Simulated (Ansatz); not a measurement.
Take NaReO3 in the cubic perovskite structure (space group Pm-3m, No. 221; a = 3.8373 Å; a cell from a computed database, its experimental status unchecked) as the base.

Now apply this change: Te takes the place of O on all its sites; the structure is relaxed again.

Levels (all Ansatz, a program for electronic structure, PAW): PBEsol (420 eV, scalar-relativistic without spin-orbit coupling); PBEsol+SOC (420 eV, spin-orbit coupling included).

The geometry is relaxed with PBEsol.

| Quantity | Result |
|---|---|
| PBEsol pressure | 0.0 GPa |

With PBEsol+SOC at the same geometry, the pressure goes from zero to 0.5 GPa.

Single points use the geometry relaxed with PBEsol. The spin-orbit shifts are approximate. Whether these cells are dynamically stable was not tested. As relaxed here, NaReTe3 is a hypothetical phase, not in the database extracts checked. No Hubbard U is applied, and correlation can decide whether such a compound is a metal. The runs without spin-orbit coupling are not spin-polarised. Many cubic perovskites are stable only at high temperature; tilts and polar distortions were not tested. NaReTe3 has a high density of states at the Fermi level and may be magnetic at this level.
